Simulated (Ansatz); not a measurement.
This Ansatz (an electronic-structure program) input is the reference run, Ge in the diamond structure (space group Fd-3m, No. 227), computed with r2SCAN (Ansatz, PAW, scalar-relativistic without spin-orbit coupling):

Ansatz 0.2 input:
```yaml
crystal:
  lattice:
    - [0, 2.837285992, 2.837285992]
    - [2.837285992, 0, 2.837285992]
    - [2.837285992, 2.837285992, 0]
  atoms:
    - { symbol: Ge, position: [0, 0, 0] }
    - { symbol: Ge, position: [0.25, 0.25, 0.25] }
basis: { ecutwfc: 500, ecutrho_ratio: 4, xc_grid: 4, fft_grid_basis: typed }
kpoints: { mp_grid: { grid: [10, 10, 10] } }
hamiltonian:
  xc: r2scan
  dispersion: none
  pseudopotentials: { kind: paw }
scf: { occupations: { method: fermi_dirac, width: 0.05 }, convergence: { dr2_threshold: 0.0000000002 } }
output: { forces: true, stress: true }
checkpoint: { write: state.ck, write_every: 1000 }
```

### Question
Write the input for this change: uniaxial strain ε_xx = +4.28 %, all other strain components held at zero, atoms relaxed at fixed cell.

### Answer
Ansatz 0.2 input:
```yaml
crystal:
  lattice:
    - [0, 2.837285992, 2.837285992]
    - [2.9587218325, 0, 2.837285992]
    - [2.9587218325, 2.837285992, 0]
  atoms:
    - { symbol: Ge, position: [0, 0, 0] }
    - { symbol: Ge, position: [0.25, 0.25, 0.25] }
basis: { ecutwfc: 500, ecutrho_ratio: 4, xc_grid: 4, fft_grid_basis: typed }
kpoints: { mp_grid: { grid: [10, 10, 10] } }
hamiltonian:
  xc: r2scan
  dispersion: none
  pseudopotentials: { kind: paw }
scf: { occupations: { method: fermi_dirac, width: 0.05 }, convergence: { dr2_threshold: 0.0000000002 } }
relax: { f_tol: 0.005, max_steps: 50 }
output: { forces: true, stress: true }
checkpoint: { write: state.ck, write_every: 1000 }
```
This is the input that was run.

A case with no gap was solved on a k-mesh chosen for an insulator, which is coarse for it. Stability against distortions was not tested.
